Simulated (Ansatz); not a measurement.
Base system: ZnSiP$_{2}$ in the chalcopyrite structure (space group I-42d, No. 122).

```yaml
crystal:
  lattice:
    - [-2.70926, 2.70926, 5.26983]
    - [2.70926, -2.70926, 5.26983]
    - [2.70926, 2.70926, -5.26983]
  atoms:
    - { symbol: Zn, position: [0.00000, 0.00000, 0.00000] }
    - { symbol: Zn, position: [0.75000, 0.25000, 0.50000] }
    - { symbol: Si, position: [0.50000, 0.50000, 0.00000] }
    - { symbol: Si, position: [0.25000, 0.75000, 0.50000] }
    - { symbol: P, position: [0.87500, 0.85768, 0.48268] }
    - { symbol: P, position: [0.14232, 0.62500, 0.01732] }
    - { symbol: P, position: [0.37500, 0.39232, 0.51732] }
    - { symbol: P, position: [0.60768, 0.12500, 0.98268] }
```

Method: PBE (Ansatz, an electronic-structure program), spin-orbit coupling left out.

Before the change:

- Valence-band top at Γ: 0.00, -0.13, -0.13 eV
- Pressure: 0.00 GPa

Perturbation: every lattice vector is stretched by 1.50 %, atoms relaxed at fixed cell.

### Question
Predict the new valence-band top at Γ.

### Answer
The valence-band top at Γ (three highest levels, from the VBM) becomes 0.00, -0.12, -0.12 eV (base: 0.00, -0.13, -0.13 eV).

### Question
Estimate the effect on the pressure.

### Answer
The pressure (mean of the normal stresses, compression positive) goes from zero to -3.40 GPa.

### Question
How does this affect the mean gap deformation potential ΔEg/Δln V?

### Answer
The mean gap deformation potential ΔEg/Δln V amounts to +2.3 eV.

The cells carry an imposed strain or load. No phonon test of stability was made.
